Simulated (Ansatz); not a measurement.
The starting structures come from a database of crystals and need not be the phases stable at ambient conditions.

 Where the default PAW files enter, the runs use the earlier of Ansatz's two default sets.

By PBEsol, the system below comes out a metal.

Without scattering a metal conducts by its projected Fermi surface.

```xyz
4
Lattice="4.5798 0.0000 0.0000 -0.6691 4.5307 0.0000 0.0000 0.0000 5.6242" Properties=species:S:1:pos:R:3 pbc="T T T"
Hg     2.7792     1.5542     4.2182
Hg     1.1315     2.9764     1.4061
Te     0.4604     3.5557     4.2182
Te     3.4503     0.9750     1.4061
```

Space group of this cell: Cmcm. The cell is strained (lengths along the current scaled by 0.97, ions clamped); by PBEsol its mean pressure is -1.9 GPa.

The current flows along the normal of the first two printed cell vectors. No spin-orbit coupling; the value is a mean over 0.1 eV about the Fermi level.

Q: State the ballistic conductance per area according to Ansatz (an electronic-structure program) with PBEsol.

A: 0.48 × 10¹⁵ S/m² for both spins.
